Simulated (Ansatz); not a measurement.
## Os, pressure series

Base system: Os in the hcp (Mg type) structure (space group P6_3/mmc, No. 194; a = 2.729 Å, c = 4.306 Å).

Cell and atoms are relaxed at each pressure.

All numbers come from PBEsol in Ansatz (plane waves to 420 eV, PAW, no spin-orbit coupling).

| P (GPa) | V (Å³/atom) |
|---|---|
| -2.01 | 13.957 |
| -1.01 | 13.924 |
| 3.01 | 13.797 |
| 7.01 | 13.676 |
| 15.00 | 13.452 |
| 30.00 | 13.080 |
| 50.00 | 12.658 |
| 75.00 | 12.217 |
| 100.00 | 11.843 |

A third-order Birch–Murnaghan fit to these points gives V₀ = 13.89 Å³/atom, B₀ = 434 GPa and B₀′ = 4.6. At pressure 100 GPa the volume is 85.3 % of V₀.

Load acts through the strain it causes; cell and atoms are relaxed under it. No phonon test of stability was made. Competing high-pressure phases were not computed. The final runs are not spin-polarised.

Ansatz is an electronic-structure program.
